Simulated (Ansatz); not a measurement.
Start from SnTe in the rock salt structure (space group Fm-3m, No. 225; a = 6.370 Å). Axes: x, y, z lie along the cube axes.

Calculations: Ansatz (an electronic-structure program), r2SCAN, PAW, cutoff 500 eV, spin-orbit coupling left out.

One thing is altered: uniaxial strain ε_zz = −0.50 %, all other strain components held at zero; the atoms relax in the strained cell.

**Question.** Predict the stress tensor and what it implies for the stiffness.

**Answer.** Stress of the strained cell less that of the base (GPa, compression positive):
```
   0.01    0.00    0.00
   0.00    0.01    0.00
   0.00    0.00    0.65
```

Then −Δσ_ii/ε with ε = -0.0050 gives relaxed-ion elastic constants: C33 ≈ 130 GPa.

Whether these cells are dynamically stable was not tested.
